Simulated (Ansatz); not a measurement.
System: cubic perovskite KCdF3. Method: PBEsol (PAW; Ansatz, an electronic-structure program).

Settings: plane-wave cutoff 520 eV, 8×8×8 k mesh, Fermi–Dirac smearing 0.01 eV, scalar-relativistic PAW data made under PBE.

Results at a series of volumes:

```
V (Å³/atom)  E − E_lowest (meV/atom)
-----------  -----------------------
15.852                         13.40
16.189                          5.73
16.527                          1.39
16.864                          0.00
17.201                          1.24
17.538                          4.82
17.876                         10.48
```

Problem. What bulk modulus B0 and pressure derivative B′ does a third-order Birch–Murnaghan fit give?

Solution. V0 = 16.867 Å³/atom, B0 = 62.3 GPa, B′ = 4.9 (fit to the energies at full precision).

Note: the relaxation could not lower the start's symmetry, so the cell can be a saddle point above a distorted one.

Computed values are for the static lattice.

The result took around 60 core-seconds (rough).
